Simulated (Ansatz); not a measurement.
The parent structure is SiC (space group P6_3mc, No. 186; a = 3.0790 Å, c = 15.1071 Å).

All numbers come from Kohn–Sham DFT with the PBEsol functional, run in Ansatz (a quantum-chemistry and plane-wave program) with PAW and 420 eV plane waves, no spin-orbit coupling, earlier PAW set.

For the base:

The pressure is 0.00 GPa.

Now apply this change: the cell is scaled by 1.0266 in all directions; the atoms relax in the strained cell.

Task: Estimate the effect on the energy relative to the base and pressure.

Result: The energy increases by 42 meV/atom; the pressure (mean of the normal stresses, compression positive) goes from zero to -15.00 GPa.

Whether these cells are dynamically stable was not tested.
